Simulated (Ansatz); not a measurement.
Results of PBEsol (Ansatz, an electronic-structure program, plane waves, PAW) for GeSe (model structure, started from the NiAs type, P6₃/mmc, No. 194, 4 atoms in the cell).

Run with plane-wave cutoff 520 eV, 18×18×10 k mesh (along the axes of the cell as run), Fermi–Dirac smearing 0.05 eV, scalar-relativistic PAW data made under PBE.

Cell (relaxed at this level):

```
GeSe
1.0
    3.83955     0.00000     0.00000
   -1.91978     3.32515     0.00000
    0.00000     0.00000     6.87895
Ge Se
2 2
Direct
  0.00000   0.00000   0.00000
  0.00000   0.00000   0.50000
  0.33333   0.66667   0.25000
  0.66667   0.33333   0.75000
```

**Question.** Give the computed bulk modulus.

**Answer.** 
* **bulk modulus**: 58.5 GPa

The run finds no gap.

Note: the bulk modulus is −V dP/dV from two relaxed cells at ±2 % in volume; the relaxation could raise the start's symmetry but not lower it, so the cell can be a saddle point.

Computed values are for the static lattice.

It cost very roughly 2.3 core-minutes of CPU time.

A model structure was made by putting elements into a prototype or built by hand; it is no filed structure, need not be a known phase, and can be a saddle point held by its symmetry.
